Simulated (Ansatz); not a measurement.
MgS (Fm-3m), PBEsol with spin-orbit coupling, rigid bands (Ansatz, an electronic-structure program): N_v = 9.29e19 cm⁻³ at 300 K and a hole conductivity mass of 1.19 mₑ.

Task: For 1e17 holes per cm³ at 300 K, place the Fermi level, estimate the Seebeck coefficient of a parabolic band with constant τ, and give mobility and conductivity for τ = 50 fs.

Result: The level lies k_BT ln(N_v/p) = 0.177 eV above the valence-band maximum. S ≈ +(k_B/e)[ln(N_v/p) + 5/2] = 804 μV/K, against 830 μV/K from the full bands (mean over directions). μ = eτ/m = 73.9 cm²/(V·s) and σ = peμ = 1.18 S/cm. τ is assumed, not computed.

Band transport and this doping are assumed; polarons and phonon drag are left out.
